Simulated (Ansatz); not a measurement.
We consider WC (Fm-3m, No. 225, 2 atoms in the cell; start mp-13136; a measured phase of this formula has another space group), described by LDA (Ansatz, a program for electronic structure, plane waves, PAW).

From the output:

```
WARN output.stress: scf.convergence.dr2_threshold = 1e-7 eV (the SCF's general default) is looser than the 2e-10 eV advised for a printed stress (1e-10 eV for …
Relaxation: its limit of steps is 80 (relax.max_steps)
Crystal: 2 atoms, lattice volume = 20.602 Å³
Basis set: ecut = 520 eV, 537 PW (Γ), exchange–correlation on 48×48×48 points (8 copies of the dense FFT grid, shifted against one another)
Bands: 13, of which v1, the nominal top of the filled ones, is band 9 counted from 1 (8 counted from 0)
Symmetry: 48 space group operations
Space group: Fm-3m (ITA 225), of the structure as read, at distance tolerance 2.7e-5 Å
k-points: 328 of 10648
Initial density: superposition of atomic densities (chi_scale 0.1, normalization cell, long waves kept (reshape's long-wave potential 0.00 eV rms))
Functional: x = slater, c = lda
SCF iter   1: F=—  HF=-10374.821498 eV  |F-HF|=—  |Δ(HF+E_count)|=         —  Δρ=1.47e-1  dr2=6.10e0
SCF iter   2: F=—  HF=-10374.124378 eV  |F-HF|=—  |Δ(HF+E_count)|=   6.97e-1  Δρ=1.09e-1  dr2=3.38e0
  ...
SCF iter   5: F=—  HF=-10373.271089 eV  |F-HF|=—  |Δ(HF+E_count)|=   7.81e-5  Δρ=1.50e-4  dr2=1.02e-6
SCF iter   6: F=-10373.271090 eV  HF=-10373.271090 eV  |F-HF|=7.76e-8  |Δ(HF+E_count)|=   8.08e-7  Δρ=1.91e-5  dr2=9.38e-8
SCF 1 converged in 6 iterations: F = -10373.271090 eV  dr2 = 9.38e-8
relax step   1: F+E_penalty+E_count = -10373.27109006 eV  Δ(F+E_penalty+E_count) = +0.000e0 eV  max|allowed force component| = 2.077e-29 eV/Å  Δτ_max = 0.0000 Å  (6 SCF iters, accepted)
SCF converged after 6 iterations
Free energy (F): -10373.271090 eV
Internal energy: -10373.262401 eV  (E = F + TS)
E sigma→0 (E₀):  -10373.266745 eV
Fermi energy:    21.832911 eV
--- Forces (eV/Å), atoms counted from 1 ---
  atom   1  W     -0.00000000    -0.00000000    -0.00000000
  atom   2  C      0.00000000    -0.00000000     0.00000000
--- Stress (GPa, compression-positive) ---
       -7.695682       0.000000       0.000000
        0.000000      -7.695682       0.000000
        0.000000       0.000000      -7.695682
  P = ⅓ Tr σ = -7.6957 GPa (-76.957 kbar)
```

Q: Write an input file that could have produced this run (the log leaves some choices open).

A: This is not unique; one that fits is 
Ansatz 0.2 input:
```yaml
crystal:
  lattice:
    - [0.0, 2.1758444366, 2.1758444366]
    - [2.1758444366, 0.0, 2.1758444366]
    - [2.1758444366, 2.1758444366, 0.0]
  atoms:
    - { symbol: W, position: [0.0, 0.0, 0.0] }
    - { symbol: C, position: [0.5, 0.5, 0.5] }
basis:
  ecutwfc: 520
  ecutrho_ratio: 4
  xc_grid: 2
kpoints:
  mp_grid: { grid: [22, 22, 22] }
hamiltonian:
  xc: lda
  dispersion: none
  pseudopotentials: { azcp: { folder: ./paw }, kind: paw }
scf:
  occupations: { method: fermi_dirac, width: 0.05 }
output:
  forces: true
  stress: true
  eigenvalues: true
relax:
  f_tol: 0.004
  escape_saddle: false
  max_steps: 80
```

The cell is one volume of an energy–volume scan, off the minimum.

The PAW data were made under PBE.

Note: the run has no spin polarisation, so it can have missed a magnetic state. Note: the relaxation could not lower the start's symmetry, so the cell can be a saddle point above a distorted one.

The result took very roughly 11 core-seconds.

A start named mp-… is a Materials Project structure, which need not be a measured phase.
